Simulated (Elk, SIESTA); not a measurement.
A SIESTA input for a self-consistent single point of TaAu (P4/mmm, 2 atoms in the cell) (DFT, GGA PBEsol, numerical atomic orbitals DZP, PseudoDojo PBEsol standard norm-conserving potentials (rewritten from UPF to PSML)):

```
# files in the folder: Ta.psml Au.psml (PseudoDojo PBEsol standard)
SystemName  TaAu
SystemLabel TaAu

NumberOfAtoms                2
NumberOfSpecies              2
%block ChemicalSpeciesLabel
  1 73 Ta
  2 79 Au
%endblock ChemicalSpeciesLabel
LatticeConstant              1.0 Ang
%block LatticeVectors
     2.955888000    0.000000000    0.000000000
     0.000000000    2.955888000    0.000000000
     0.000000000    0.000000000    4.158091000
%endblock LatticeVectors
AtomicCoordinatesFormat      ScaledCartesian
%block AtomicCoordinatesAndAtomicSpecies
     1.477944000    1.477944000    2.079045500  1
     0.000000000    0.000000000    0.000000000  2
%endblock AtomicCoordinatesAndAtomicSpecies

XC.functional                GGA
XC.authors                   PBEsol
PAO.BasisSize                DZP
PAO.EnergyShift              0.01 Ry
MeshCutoff                   300 Ry
%block kgrid.MonkhorstPack
    9   0   0  0.0
    0   9   0  0.0
    0   0   7  0.0
%endblock kgrid.MonkhorstPack
OccupationFunction           FD
ElectronicTemperature        1160.45 K

MaxSCFIterations             150
SCF.Mixer.Method             Pulay
SCF.Mixer.Weight             0.2
SCF.Mixer.History            8
SCF.DM.Tolerance             1.0E-04
Diag.ParallelOverK           true
WriteForces                  true
```

Problem. Give the Elk input for the same structure, mesh, smearing and functional.

Solution. This is the input that was run; spellings and numerical settings could be chosen otherwise.

```
tasks
  0

xctype
  22

tforce
  .true.

rgkmax
  8.0

gmaxvr
  18.0

lmaxapw
  10

lmaxo
  8

nxlo
  2

lorbcnd
  .true.

lradstp
  2

nrmtscf
  2.0

rmtscf
  0.94

lmaxi
  4

swidth
  0.00367493

maxscl
  100

avec
    5.5858187751    0.0000000000    0.0000000000
    0.0000000000    5.5858187751    0.0000000000
    0.0000000000    0.0000000000    7.8576531913

atoms
  2
  'Ta.in'
  1
  0.5000000000  0.5000000000  0.5000000000    0.0 0.0 0.0
  'Au.in'
  1
  0.0000000000  0.0000000000  0.0000000000    0.0 0.0 0.0

ngridk
  9 9 7
```

Basis settings and potentials, where a program has them, do not carry over. This input uses DFT, PBEsol, all-electron FP-LAPW, Elk's shipped species files, APW+lo basis with extra local orbitals.

The starting cell comes from a database of computed structures (which also holds hypothetical and non-ambient phases and stackings), without a prior relaxation at this level. Its lattice was rescaled by a random factor within 2.5 % of one.
